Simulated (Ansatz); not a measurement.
**The (100) surface of monoclinic HfO2 in its 1x1 cell (cut with top plane 2 O, bottom plane 2 O), outermost plane spacing 1.06 Å in the ideal cut**

Calculation: PBE (plane waves to 420 eV, PAW; Ansatz, an electronic-structure program).

Model: 36-atom slab, Hf12O24, 14.6 Å thick at the start, 5x5x1 mesh, Fermi-Dirac 0.025 eV, dipole correction, all atoms relaxed; symmetry of the start imposed; no spin, no spin-orbit, no U.

```yaml
surface energy (mean of both faces): 1.59 J/m²
surface_energy_before_relaxation: 2.11 J/m²
ionisation potential (bulk valence edge below the top vacuum level): 7.53 eV
electron affinity (the ionisation potential less the bulk band gap): 3.49 eV
energy_released_by_relaxation: 1.79 eV
cost: around 20 core-minutes (rough)
```
